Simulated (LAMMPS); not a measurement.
Molecular dynamics of HgSe (zinc blende), a cell 112 Å long along the (110) normal (2496 atoms) with 66 % of it melted and the whole then held at 740 K and zero normal pressure.

Model: classical MD, pair style sw, file CdTeZnSeHgS0.sw; code LAMMPS.

| t (ps) | crystalline share |
|---|---|
| 0.000 | 0.343 |
| 15.00 | 0.354 |
| 30.00 | 0.375 |
| 45.00 | 0.393 |
| 60.00 | 0.420 |
| 75.00 | 0.447 |
| 90.00 | 0.476 |
| 105.0 | 0.511 |
| 120.0 | 0.534 |
| 135.0 | 0.567 |
| 150.0 | 0.588 |
| 165.0 | 0.588 |
| 180.0 | 0.601 |
| 195.0 | 0.611 |
| 210.0 | 0.604 |
| 225.0 | 0.630 |
| 240.0 | 0.643 |
| 255.0 | 0.658 |
| 270.0 | 0.685 |
| 285.0 | 0.692 |
| 300.0 | 0.726 |
| 315.0 | 0.737 |
| 330.0 | 0.746 |
| 345.0 | 0.779 |
| 360.0 | 0.791 |
| 375.0 | 0.802 |
| 390.0 | 0.805 |
| 405.0 | 0.850 |
| 420.0 | 0.858 |
| 435.0 | 0.866 |
| 450.0 | 0.883 |

Task: What do the data give for the interface speed (growth positive), the direction?

Result: The speed of each of the two interfaces is the slope of the share times half the cell length. interface speed (growth positive): 6.7 ± 0.4 m/s; direction: the crystal grows.

Caution: the real compound melts congruently only under the pressure of its own vapour and loses its more volatile element when open.
